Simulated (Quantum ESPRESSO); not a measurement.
A self-consistent single point of SrCl2 (P1, 3 atoms in the cell) with Quantum ESPRESSO.

Method: PBE, PseudoDojo standard norm-conserving (PBE) pseudopotentials (plane waves; Quantum ESPRESSO).

The change in words: lattice scaled by 0.98. Reference geometry:
```
SrCl2
1.0
    0.00000     3.49000     3.49000
    3.49000     0.00000     3.49000
    3.49000     3.49000     0.00000
Sr Cl
1 2
Direct
  0.99730   0.99108   0.00238
  0.24109   0.25738   0.24815
  0.76162   0.75154   0.74947
```

Reference input (self-consistent single point, DFT, PBE, plane waves, PseudoDojo standard norm-conserving (PBE) pseudopotentials): ecutwfc = 70 Ry; occupations = smearing; smearing = fd; degauss = 0.0036749 Ry; potentials = {Sr: Sr.upf, Cl: Cl.upf}; K_POINTS = automatic 4 4 4 0 0 0; conv_thr = 1e-10 Ry; mixing_beta = 0.7. This run's input differs from it in these lines:

```diff
@@ -30,5 +30,5 @@
 CELL_PARAMETERS angstrom
-   0.00000000     3.49000000     3.49000000
-   3.49000000     0.00000000     3.49000000
-   3.49000000     3.49000000     0.00000000
+   0.00000000     3.42020000     3.42020000
+   3.42020000     0.00000000     3.42020000
+   3.42020000     3.42020000     0.00000000
```

Output, abridged:

```
     Self-consistent Calculation

     iteration #  1     ecut=    70.00 Ry     beta= 0.70

     Threshold (ethr) on eigenvalues was too large:
     Diagonalizing with lowered threshold

     total energy              =    -134.58414994 Ry
     estimated scf accuracy    <       0.08051117 Ry

     iteration #  2     ecut=    70.00 Ry     beta= 0.70

     total energy              =    -134.60410759 Ry
     estimated scf accuracy    <       0.01504510 Ry

     iteration #  3     ecut=    70.00 Ry     beta= 0.70
     c_bands:  2 eigenvalues not converged

     total energy              =    -134.60734120 Ry
     estimated scf accuracy    <       0.00041393 Ry

   [... 3 blocks of this kind left out ...]

     iteration #  7     ecut=    70.00 Ry     beta= 0.70

     total energy              =    -134.60742034 Ry
     estimated scf accuracy    <          4.5E-09 Ry

     iteration #  8     ecut=    70.00 Ry     beta= 0.70
     End of self-consistent calculation

     the Fermi energy is     7.9235 ev

!    total energy              =    -134.60742034 Ry
     estimated scf accuracy    <          7.1E-11 Ry
     smearing contrib. (-TS)   =      -0.00000000 Ry
     internal energy E=F+TS    =    -134.60742034 Ry

     convergence has been achieved in   8 iterations

     Forces acting on atoms (cartesian axes, Ry/au):

     atom    1 type  1   force =     0.00592755    0.00047726    0.00902748
     atom    2 type  2   force =    -0.00411393    0.00764985    0.00035604
     atom    3 type  2   force =    -0.00181362   -0.00812711   -0.00938351

     Total force =     0.018703     Total SCF correction =     0.000005

          total   stress  (Ry/bohr**3)                   (kbar)     P=       36.50
   0.00024653   0.00002428   0.00004034           36.27        3.57        5.93
   0.00002428   0.00025131  -0.00000644            3.57       36.97       -0.95
   0.00004034  -0.00000644   0.00024646            5.93       -0.95       36.26

   JOB DONE.
```

The run converged in 8 iterations. Against the reference run the free energy rises by 23.6 meV/atom, the pressure goes from 1.02 to 3.65 GPa, the largest force goes from 0.261 to 0.323 eV/Å and the gap on the mesh goes from 5.321 to 5.471 eV. The full log also holds: “c_bands:  2 eigenvalues not converged”.

The starting cell has typed, rounded lattice constants, without a prior relaxation at this level. Its atoms were displaced at random from the sites of space group no. 225. For this run, on top of that: lattice scaled by 0.98. With a pressure of about 4 GPa the cell is away from its equilibrium volume at this level.

Cost on one core of a shared machine: roughly 60 s.
